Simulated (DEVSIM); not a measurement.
System: Mo/Si3N4/p-Si capacitor, at 300 K.

Layer 1 from the left is Si3N4, thickness (nm) 2.20. Layer 2 from the left is Si, thickness (nm) 17000, Na (cm⁻³) 1.1e15.

Metal gate on the left, work function 4.6 eV. Fixed charge at the semiconductor interface -6.3e12 cm⁻² (in units of +e); no interface traps.

Constants are typed, rounded textbook-type inputs, not results; the design itself was drawn at random and stands for no fabricated device. Values at 300 K.

Si3N4: gap (eV) 5.1, affinity (eV) 2.1, permittivity 7.5. Si: gap (eV) 1.124, affinity (eV) 4.05, permittivity 11.7, Nc (cm⁻³) 2.86e19, Nv (cm⁻³) 3.1e19.

Question: Estimate by hand the flat-band voltage, the threshold voltage, and compare with a numerical solution.

Answer: 
- Flat-band voltage: C = 3.02 μF/cm², work-function difference -0.309 V; VFB = φms − qNf/C = 0.03 V; numerical 0.02 V.
- Threshold voltage: φF = 0.298 V, depletion charge √(4εqNφF) = 1.48e-8 C/cm²; VT = VFB + 2φF + Qd/C = 0.63 V; numerical 0.63 V.

DEVSIM, 1D Poisson equation in equilibrium, Boltzmann statistics, complete ionisation; no quantum confinement or tunnelling. Metal contacts follow the ideal Schottky-Mott rule: no Fermi-level pinning, no interface dipoles.
